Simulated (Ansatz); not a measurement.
## Quick settings and what they miss: CdSe (F-43m, 2 atoms in the cell)

Self-consistent single point.

```xyz
2
Lattice="0.0000 3.0604 3.0604 3.0604 0.0000 3.0604 3.0604 3.0604 0.0000" Properties=species:S:1:pos:R:3 pbc="T T T"
Cd     0.0000     0.0000     0.0000
Se     4.5907     4.5907     4.5907
```

Method: PBE, PAW files (plane waves; Ansatz, a program for electronic structure).

Base settings: basis.ecutwfc = 420 eV; kpoints.mp_grid.grid = 6 6 6; hamiltonian.xc = pbe; hamiltonian.pseudopotentials = {kind: paw} (an earlier, softer set of the program's PAW files); scf.occupations.method = fixed.

Tight run (finer mesh or higher cutoff; not a proven limit): basis.ecutwfc: 420 eV → 590 eV; kpoints.mp_grid.grid: 6 6 6 → 9 9 9; scf.convergence.dr2_threshold: default (1e-07 eV) → 1e-09 eV. It gave top of the valence band (on the code's own zero) 7.03 eV; gap on the k-point mesh 0.57 eV; pressure 1.79 GPa.

Quick runs, as changes from the base:
- A: the base itself
- B: basis.ecutwfc: 420 eV → 250 eV
- C: kpoints.mp_grid.grid: 6 6 6 → 4 4 4; hamiltonian.xc: pbe → lda; scf.occupations.method: fixed → gaussian; scf.occupations.width: default → 0.136 eV [LDA (PW92)]
- D: basis.ecutwfc: 420 eV → 210 eV; kpoints.mp_grid.grid: 6 6 6 → 4 4 4
- E: kpoints.mp_grid.grid: 6 6 6 → 2 2 2; hamiltonian.xc: pbe → b3lyp [B3LYP]
- F: kpoints.mp_grid.grid: 6 6 6 → 2 2 2; hamiltonian.xc: pbe → hse06 [HSE06]

Dashes: energy of C, E, F, another energy zero; gap of C, left out as unsure on this mesh or at this smearing; count of E, F, another kind of functional, whose work the count does not hold.

Gaps are read on each run's own mesh, which may miss the band edges.

† marks runs with another functional, U, potentials or spin treatment: their distance from the tight run is not a convergence error alone.

The count of work is k-points × plane waves × bands × iterations; it is no time. 

Pressures in the table are Ansatz's without its Pulay estimate, at a fixed set of plane waves; the tight run's value above holds the estimate.

The starting cell comes from a database of computed structures (which also holds hypothetical and non-ambient phases and stackings), without a prior relaxation at this level. Its lattice was rescaled by a random factor within 2.5 % of one.

| run | energy less tight (meV/atom) | pressure less tight (GPa) | gap on the mesh less tight (eV) | count of work / tight |
|---|---|---|---|---|
| A | 3.1 | -0.01 | -0.002 | 0.22 |
| B | 696.2 | -30.03 | 0.018 | 0.10 |
| C† | – | -4.43 | – | 0.13 |
| D | 3722.1 | -116.18 | -0.006 | 0.040 |
| E† | – | 4.41 | 1.238 | – |
| F† | – | 2.25 | 1.026 | – |

Among the runs at the tight run's level, the energy misses run from 3.1 to 3722.1 meV/atom.

Left out of this page: 1 run of the series unsound by tests on forces, stress, charge or solver warnings; 1 run of the series failed or unconverged.

Keys are those of Ansatz 0.2.
